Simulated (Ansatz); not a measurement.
SnSe (model structure, started from the 4H type, P6₃mc, No. 186, 8 atoms in the cell): properties by level of theory

```tsv
level (code)	equilibrium lattice constant a (Å)	lattice parameter c (Å)	cohesive energy (eV/atom)
LDA (Ansatz)	___	___	___
PBE (Ansatz)	5.116	___	___
PBE-D3(BJ) (Ansatz)	___	___	3.50
r²SCAN+rVV10 (Ansatz)	___	11.784	3.35
```

**Question.** What belongs in the gaps?

**Answer.** 
- LDA (Ansatz, a first-principles code), equilibrium lattice constant a (Å): 4.970
- LDA (Ansatz), lattice parameter c (Å): 11.627
- LDA (Ansatz), cohesive energy (eV/atom): 3.99
- PBE (Ansatz), lattice parameter c (Å): 12.086
- PBE (Ansatz), cohesive energy (eV/atom): 3.22
- PBE-D3(BJ) (Ansatz), equilibrium lattice constant a (Å): 5.085
- PBE-D3(BJ) (Ansatz), lattice parameter c (Å): 11.875
- r²SCAN+rVV10 (Ansatz), equilibrium lattice constant a (Å): 5.052

Caveats: a distance lies near a switch of the dispersion term, which can move the cell (PBE-D3(BJ)). Ansatz's density-functional and Hartree–Fock values are scalar-relativistic unless marked +SOC, with PAW data made under PBE.

Free atoms are spin-polarised, in the lowest state found; at levels without +SOC their spin–orbit coupling is left out.

A model structure was made by putting elements into a prototype or built by hand; it is no filed structure, need not be a known phase, and can be a saddle point held by its symmetry.
